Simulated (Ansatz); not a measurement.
**TlBr: energy against strain**

TlBr (CsCl type, Pm-3m, 28.301 Å³/atom at rest, cube axes along x, y and z) under a strain ε along a cube axis (axis z), the other axes held. LDA in Ansatz, a plane-wave DFT program (PAW, default set), 420 eV, 9×9×9 Γ-centred mesh, Fermi-Dirac smearing 0.05 eV; ions are relaxed within the symmetry of each cell.

Here s stands for strain and y for E less E0.

```
strain (%)  E less E0 (meV/atom)
----------  --------------------
-1.50                       1.01
-1.00                       0.44
-0.50                       0.11
0.00                        0.00
0.50                        0.12
1.00                        0.45
1.50                        0.99
3.00                           ?
```

Fit y of the 7 rows that show it with a parabola. Least squares gives y = 0.002 - 0.0021·s + 0.4433·s². Residuals (row less fit): 0.007, -0.007, -0.004, -0.002, 0.008, 0.007, -0.006; standard error 0.008 (degrees of freedom: 4). Twice the quadratic coefficient over the volume, 2 × 0.4433 meV × 10⁴ × 0.1602 / 28.301 Å³, is the elastic constant C11 = 50 ± 0.4 GPa.

Task: Predict the withheld y at s = 3.00 from the fit, and compare with the calculation.

Result: y = 0.002 - 0.0021 × 3.0 + 0.4433 × 3.0² = 3.985 meV/atom. The calculation gives 3.85 meV/atom, 0.135 meV/atom below the prediction (3.5 % of the range of y in the table). The row lies outside the fitted rows, so this is an extrapolation. From the scatter of the fitted rows alone, a prediction at this place has a standard error of 0.032 meV/atom, so the miss is 4.2 times that.

One order more, fitted to all 13 runs of the series, follows each within 0.01, so the miss is the next term of a smooth law. The primitive cell can neither tilt nor turn polar against its symmetry, as such crystals can under strain. Rows are the converged runs of the series near zero and its far end; series whose fitted rows scatter by over a few per cent of the range, as at a crossing or softening among them, aren't shown in this form. Most that stay on the fit to the last digits aren't either.
